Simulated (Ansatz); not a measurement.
Consider the energy of the reaction as written. Reaction: 3 cell B → cell A. A negative value means that the right-hand side lies lower.

Cell A: a slab of composition Al3N3, 6 atoms, hexagonal cell of 3.24 Å (9.1 Å²), symmetry P-6m2 within 0.02 Å, 4.3 Å thick under 16 Å of vacuum, in-plane vectors held at the given values, so it may be strained; planes from bottom to top: AlN × 3; a model cell; spin state with PBE: run without spin, k-point mesh 11×11×1.
```
CELL_PARAMETERS angstrom
      3.24240     0.00000     0.00000
     -1.62120     2.80800     0.00000
      0.00000     0.00000    20.34000
ATOMIC_POSITIONS crystal
  Al 0.33333 0.66667 0.39765
  N  0.66667 0.33333 0.39312
  N  0.33333 0.66667 0.50000
  Al 0.66667 0.33333 0.50000
  Al 0.33333 0.66667 0.60235
  N  0.66667 0.33333 0.60688
```

Cell B: a sheet of composition AlN built on AlN (zinc blende, F-43m) (111), with 1 atoms on that crystal's sites, 2 atoms, hexagonal cell of 3.11 Å (8.4 Å²), symmetry P-6m2 within 0.02 Å, 0.0 Å thick under 16 Å of vacuum, in-plane vectors held at the crystal's; planes from bottom to top: AlN, all atoms in one plane; spin state with PBE: run without spin, k-point mesh 11×11×1.
```xyz
2
Lattice="3.1130 0.0000 0.0000 -1.5565 2.6960 0.0000 0.0000 0.0000 16.0000" Properties=species:S:1:pos:R:3 pbc="T T T"
Al     0.0000     1.7973     8.0000
N      1.5565     0.8987     8.0000
```

Computed with Ansatz (plane waves, PAW), its PAW set soft_1, cutoff 420 eV, 500 eV for r2SCAN. The structures are at rest with PBE, within the held lattices; other levels are single points on them. HSE06 runs on coarser k-point meshes, mended by the PBE difference between the two meshes. Neutral cells; Fermi-Dirac smearing of at most 0.05 eV in the solids, energies taken to zero width. The lattices are those relaxed with PBE or held as stated, so at other levels the solids can be strained, which adds to the spread. A dispersion term (D3(BJ), or D4 for r2SCAN) was computed beside these levels and is taken off wherever the name lacks it. Space groups of crystals are read within 0.01 Å. Static lattices, no vibrational contributions. The structures are the rest points that the relaxations reached, not proven lowest. No correction for cell size. The cells' k-point meshes differ in density, so the last digit is unsettled. Cell A has symmetry P-6m2 within 0.02 Å and got no random move, so less symmetric positions, which may lie lower, weren't tried. Cell B has symmetry P-6m2 within 0.02 Å and got no random move, so less symmetric positions, which may lie lower, weren't tried.

Problem. What value does HSE06 give?

Solution. -1.75 eV, for 3 cell B → cell A.

Problem. What do the other levels give, and how wide is the spread?

Solution. 
| Functional | value (eV) | less HSE06 |
|---|---|---|
| PBE | -1.58 | 0.17 |
| r2SCAN | -1.85 | -0.10 |

The levels shown span 0.27 eV, from r2SCAN (-1.85) to PBE (-1.58).

Ansatz is a quantum-chemistry and plane-wave program.
